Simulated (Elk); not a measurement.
# A self-consistent single point of La2Mg (C2/c, 6 atoms in the cell) with Elk

Computed with LDA (PW92), all-electron FP-LAPW, Elk's shipped species files, APW+lo basis with extra local orbitals run with Elk.

Input as run:

```
tasks
  0

xctype
  3

tforce
  .true.

rgkmax
  7.5

gmaxvr
  18.0

lmaxapw
  10

lmaxo
  8

nxlo
  2

lorbcnd
  .true.

lradstp
  2

nrmtscf
  2.0

lmaxi
  4

stype
  0

swidth
  0.00734986

avec
   10.0895293486   -5.9091717020    0.0000000000
   10.0895293486    5.9091717020    0.0000000000
   -6.6636448572    0.0000000000   10.6850897648

atoms
  2   : nspecies
  'La.in'   : spfname
  4   : natoms; atposl, bfcmt below
  0.7583800000  0.5817800000  0.7459800000    0.0 0.0 0.0
  0.2416200000  0.4182200000  0.2540200000    0.0 0.0 0.0
  0.4182200000  0.2416200000  0.7540200000    0.0 0.0 0.0
  0.5817800000  0.7583800000  0.2459800000    0.0 0.0 0.0
  'Mg.in'   : spfname
  2   : natoms; atposl, bfcmt below
  0.9223800000  0.0776200000  0.2500000000    0.0 0.0 0.0
  0.0776200000  0.9223800000  0.7500000000    0.0 0.0 0.0

ngridk
  4 4 3
```

Log, with long lists cut:

```
│ Elk code version 10.2.4 │

All units are atomic (Hartree, Bohr, etc.)

│ Ground-state run starting from atomic densities │

Lattice vectors :
   10.08952935      -5.909171702       0.000000000
   10.08952935       5.909171702       0.000000000
  -6.663644857       0.000000000       10.68508976

Unit cell volume      :    1274.106373
Brillouin zone volume :   0.1946856391

Muffin-tin inner radius fraction :   0.1000000000E-01

Nuclei treated as point charges

Species :    1 (La)
 parameters loaded from : La.in
 name : lanthanum
 nuclear charge    :   -57.00000000
 electronic charge :    57.00000000
 atomic mass :    253209.2364
 muffin-tin radius :    2.800000000
 number of radial points in muffin-tin :   1399
 atomic positions (lattice), magnetic fields (Cartesian) :
   1 :   0.25838000 -0.41822000 -0.25402000    0.00000000  0.00000000  0.00000000
   2 :  -0.25838000  0.41822000  0.25402000    0.00000000  0.00000000  0.00000000
   3 :  -0.08178000  0.24162000 -0.24598000    0.00000000  0.00000000  0.00000000
   4 :   0.08178000 -0.24162000  0.24598000    0.00000000  0.00000000  0.00000000

Species :    2 (Mg)
 parameters loaded from : Mg.in
 name : magnesium
 nuclear charge    :   -12.00000000
 electronic charge :    12.00000000
 atomic mass :    44305.30462
 muffin-tin radius :    2.200000000
 number of radial points in muffin-tin :    799
 atomic positions (lattice), magnetic fields (Cartesian) :
   1 :   0.42238000  0.07762000  0.25000000    0.00000000  0.00000000  0.00000000
   2 :  -0.42238000 -0.07762000 -0.25000000    0.00000000  0.00000000  0.00000000

Total number of atoms per unit cell :    6

Spin treatment :
 spin-unpolarised

Number of Bravais lattice symmetries :    4
Number of crystal symmetries         :    4
Crystal has inversion symmetry
Real symmetric eigensolver will be used

k-point grid :      4     4     3
k-point offset :    0.000000000       0.000000000       0.000000000
   [... lines left out ...]
 potential will be trimmed for |G| > 2 gkmax
Constant for pseudocharge density :   13
Radial integration step length :    2

G-vector grid sizes :     70    70    75
Number of G-vectors :   125495

Maximum angular momentum used for
 APW functions                      :   10
 outer part of muffin-tin           :    8
 inner part of muffin-tin           :    4

Total nuclear charge    :   -252.0000000
Total core charge       :    188.0000000
Total valence charge    :    64.00000000
Total excess charge     :    0.000000000
Total electronic charge :    252.0000000

Effective Wigner radius, rₛ :    1.064728419

Number of empty states         :   24
Total number of valence states :   56
Total number of core states    :  188

Conduction state local-orbitals added automatically
Total number of local-orbitals :  642

Exchange-correlation functional :      3     0     0
 Perdew-Wang/Ceperley-Alder, Phys. Rev. B 45, 13244 (1992)
 gradient requirement :    0
 local density approximation (LDA)

Smearing type :    0
 Gaussian
Smearing width :   0.7349860000E-02
Effective electronic temperature (K) :    2320.902224

Mixing type :    3
 Broyden mixing, J. Phys. A: Math. Gen. 17, L317 (1984)

Kohn-Sham potential initialised from atomic data
│ Self-consistent loop started │
│ Loop number : 1 │
 total energy                :     -34401.6970805
│ Loop number : 2 │
 total energy                :     -34401.0128326
RMS change in Kohn-Sham potential (target) :   0.7409822931E-01 (  0.1000000000E-05)
Absolute change in total energy (target)   :   0.6842479221     (  0.1000000000E-03)
│ Loop number : 3 │
 total energy                :     -34397.8117295
RMS change in Kohn-Sham potential (target) :   0.6726611370E-01 (  0.1000000000E-05)
Absolute change in total energy (target)   :    3.372165028     (  0.1000000000E-03)
│ Loop number : 4 │
 total energy                :     -34392.6398785
RMS change in Kohn-Sham potential (target) :   0.5753336588E-01 (  0.1000000000E-05)
Absolute change in total energy (target)   :    6.014892256     (  0.1000000000E-03)
│ Loop number : 5 │
 total energy                :     -34374.8051438
RMS change in Kohn-Sham potential (target) :   0.2194671980E-01 (  0.1000000000E-05)
Absolute change in total energy (target)   :    19.33845784     (  0.1000000000E-03)
   [... lines left out ...]
Absolute change in total energy (target)   :   0.9158430289E-01 (  0.1000000000E-03)
│ Loop number : 11 │
 total energy                :     -34364.1110592
RMS change in Kohn-Sham potential (target) :   0.1078850288E-04 (  0.1000000000E-05)
Absolute change in total energy (target)   :   0.2517930222E-01 (  0.1000000000E-03)
│ Loop number : 12 │
 total energy                :     -34364.1096826
RMS change in Kohn-Sham potential (target) :   0.7067277379E-05 (  0.1000000000E-05)
Absolute change in total energy (target)   :   0.7671444793E-02 (  0.1000000000E-03)
│ Loop number : 13 │
 total energy                :     -34364.1100105
RMS change in Kohn-Sham potential (target) :   0.3134431746E-05 (  0.1000000000E-05)
Absolute change in total energy (target)   :   0.1589973923E-02 (  0.1000000000E-03)
│ Loop number : 14 │
 total energy                :     -34364.1103866
RMS change in Kohn-Sham potential (target) :   0.5175951042E-06 (  0.1000000000E-05)
Absolute change in total energy (target)   :   0.2143572783E-04 (  0.1000000000E-03)
Convergence targets achieved

│ Loop number : 15 │

Energies :
 Fermi                       :     0.271571158216
 sum of eigenvalues          :     -21169.0189240
 electron kinetic            :      36736.8620011
 core electron kinetic       :      36385.5095174
 Coulomb                     :     -70279.0045842
 Coulomb potential           :     -56815.6562654
 nuclear-nuclear             :     -2455.77762393
 electron-nuclear            :     -78830.7976550
 Hartree                     :      11007.5706948
 Madelung                    :     -41871.1764514
 xc potential                :     -1090.22465965
 exchange                    :     -798.086203291
 correlation                 :     -23.8815485155
 total energy                :     -34364.1103348

Density of states at Fermi energy :    242.3213689
 (states/Hartree/unit cell)

Estimated indirect band gap :   0.7428404624E-03
 from k-point      6 to k-point      5
Estimated direct band gap   :   0.2967518746E-02
 at k-point      5

Charges :
 core                        :    188.0000000
 valence                     :    64.00000000
 interstitial                :    12.24484437
 muffin-tins (core leakage)
  species :    1 (La)
   atom    1                 :    54.69214458     (  0.2271532308E-03)
   atom    2                 :    54.69214458     (  0.2271532308E-03)
   atom    3                 :    54.69214458     (  0.2271532308E-03)
   atom    4                 :    54.69214458     (  0.2271532308E-03)
  species :    2 (Mg)
   atom    1                 :    10.49328866     ( -0.8881784197E-15)
   atom    2                 :    10.49328866     ( -0.8881784197E-15)
 total in muffin-tins        :    239.7551556
 total calculated charge     :    251.9989660
 total charge                :    252.0000000
 error                       :   0.1034012399E-02

│ Self-consistent loop stopped │

Forces :
 species :    1 (La)
  atom :    1
   Hellmann-Feynman          :    -0.00737395   -0.03011231   -0.08941555
   IBS                       :     0.00652781    0.03075172    0.08972174
   total force               :    -0.00084614    0.00063940    0.00030619
   [... lines left out ...]
  atom :    2
   Hellmann-Feynman          :     0.00737395    0.03011231    0.08941555
   IBS                       :    -0.00652781   -0.03075172   -0.08972174
   total force               :     0.00084614   -0.00063940   -0.00030619
   total magnitude           :     0.00110387
  atom :    3
   Hellmann-Feynman          :     0.00737395   -0.03011231    0.08941555
   IBS                       :    -0.00652781    0.03075172   -0.08972174
   total force               :     0.00084614    0.00063940   -0.00030619
   total magnitude           :     0.00110387
  atom :    4
   Hellmann-Feynman          :    -0.00737395    0.03011231   -0.08941555
   IBS                       :     0.00652781   -0.03075172    0.08972174
   total force               :    -0.00084614   -0.00063940    0.00030619
   total magnitude           :     0.00110387
 species :    2 (Mg)
  atom :    1
   Hellmann-Feynman          :     0.00000000    0.00817171    0.00000000
   IBS                       :    -0.00000000   -0.00740470    0.00000000
   total force               :     0.00000000    0.00076701    0.00000000
   total magnitude           :     0.00076701
  atom :    2
   Hellmann-Feynman          :    -0.00000000   -0.00817171    0.00000000
   IBS                       :     0.00000000    0.00740470    0.00000000
   total force               :     0.00000000   -0.00076701    0.00000000
   total magnitude           :     0.00076701
```

The run converged in 15 iterations. The count includes the last loop, which Elk runs after its targets are met.

The starting cell comes from a database of computed structures (which also holds hypothetical and non-ambient phases and stackings), without a prior relaxation at this level. Its lattice was rescaled by a random factor within 2.5 % of one. Values depend on the basis (sphere radii, cutoffs, local orbitals), which need not be converged. The log's line on a gap gives a spacing of levels on this mesh, which the program prints for metals too.

Cost on one core of a shared machine: roughly 4 min.
